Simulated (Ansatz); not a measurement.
## Pressure series in W

Start from W (space group Pm-3n, No. 223).

```yaml
crystal:
  lattice:
    - [5.03331, 0.00000, 0.00000]
    - [0.00000, 5.03331, 0.00000]
    - [0.00000, 0.00000, 5.03331]
  atoms:
    - { symbol: W, position: [0.00000, 0.00000, 0.00000] }
    - { symbol: W, position: [0.50000, 0.50000, 0.50000] }
    - { symbol: W, position: [0.00000, 0.50000, 0.25000] }
    - { symbol: W, position: [0.00000, 0.50000, 0.75000] }
    - { symbol: W, position: [0.25000, 0.00000, 0.50000] }
    - { symbol: W, position: [0.75000, 0.00000, 0.50000] }
    - { symbol: W, position: [0.50000, 0.75000, 0.00000] }
    - { symbol: W, position: [0.50000, 0.25000, 0.00000] }
```

Cell and atoms are relaxed at each pressure.

All numbers come from PBEsol in Ansatz (plane waves to 420 eV, PAW, no SOC), earlier PAW set.

Notes on the quantities. enthalpy: H = E + PV relative to the base's energy.

```json
[
 {"case": "base", "enthalpy": "–", "lattice parameter a": "503.3 pm"},
 {"case": "pressure −2 GPa", "enthalpy": "-0.20 eV/atom", "lattice parameter a": "504.4 pm"},
 {"case": "pressure −1 GPa", "enthalpy": "-0.10 eV/atom", "lattice parameter a": "503.9 pm"},
 {"case": "pressure 0.3 GPa", "enthalpy": "+0.03 eV/atom", "lattice parameter a": "503.2 pm"},
 {"case": "pressure 0.7 GPa", "enthalpy": "+0.07 eV/atom", "lattice parameter a": "503.0 pm"},
 {"case": "pressure 1.5 GPa", "enthalpy": "+0.15 eV/atom", "lattice parameter a": "502.6 pm"},
 {"case": "pressure 3 GPa", "enthalpy": "+0.30 eV/atom", "lattice parameter a": "501.8 pm"},
 {"case": "pressure 5 GPa", "enthalpy": "+0.49 eV/atom", "lattice parameter a": "500.8 pm"},
 {"case": "pressure 7.5 GPa", "enthalpy": "+0.74 eV/atom", "lattice parameter a": "499.6 pm"},
 {"case": "pressure 10 GPa", "enthalpy": "+0.98 eV/atom", "lattice parameter a": "498.4 pm"}
]
```

Load acts through the strain it causes; cell and atoms are relaxed under it. No phonon test of stability was made. Competing high-pressure phases were not computed. The final runs are not spin-polarised. This is not the structure that W has at room temperature and ambient pressure.

Ansatz is a quantum-chemistry and plane-wave program.
